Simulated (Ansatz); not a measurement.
Defect: interstitial H in monoclinic HfO2 with all lengths changed by -1 %, charge state +1. Computed with PBE, PAW (plane waves to 420 eV; Ansatz, a first-principles code).

96-site cell at the strained lattice (strain from the relaxed PBE one, atoms relaxed), the Γ point alone, smearing 0.01 eV, spin-restricted, no finite-size correction. No zero-point or tunnelling terms. Spin-orbit coupling is left out. The charge state is imposed; whether it is stable for some Fermi level was not computed. Sites that were not tried may lie lower.

The step: H moves alone to another site; the atom moves 2.12 Å along (-0.20, 0.18, -0.34) of the unit cell; the moving atom starts with neighbours O at 0.99, O at 1.89 Å and ends with O at 0.99, O at 1.97 Å. On the band's own sampling the forward barrier is 0.39 eV. Harmonic modes of the moving H atom alone, all others held, come from finite differences of 0.015 Å. The saddle point's order was not checked.

Task: Give the atom's modes at both geometries.

Result: start 22.2, 26.8, 98.4 THz; saddle point 19.0i, 34.0 and 49.0 THz.

Task: What attempt frequency and zero-point change of the barrier follow from these modes alone, and what classical rate at 300 K?

Result: ν = (22.2 × 26.8 × 98.4) / (34.0 × 49.0) ≈ 35 THz. The zero-point energy changes the barrier by h/2 × (83.0 − 147.4) THz = -0.133 eV. The classical rate is ν exp(−0.39/0.0259) ≈ 10000000 s⁻¹. One atom's modes give a rough prefactor, not that of the whole cell.
